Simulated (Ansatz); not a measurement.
The starting structures come from a database of crystals and need not be the phases stable at ambient conditions.

By PBEsol, the system below comes out a metal.

Given:

```
Al3Pd2
1.0
    4.21215     0.00000     0.00000
    0.00000     5.17238     0.00000
    2.10607     0.00000     3.64783
Al Pd
3 2
Direct
  0.00000   0.00000   0.00000
  0.33333   0.35507   0.33333
  0.66667   0.64493   0.66667
  0.33333   0.84313   0.33333
  0.66667   0.15687   0.66667
```

Space group of this cell: P-3m1. The cell is taken as given; by PBEsol its mean pressure is -1.1 GPa.

The current flows along the normal of the first two printed cell vectors, the (100) plane of the conventional cell. No spin-orbit coupling; the value is a mean over 0.1 eV about the Fermi level.

Question: Estimate the ballistic conductance per area that PBEsol (Ansatz, a program for electronic structure) returns for this system.

Answer: 0.56 × 10¹⁵ S/m² for both spins.
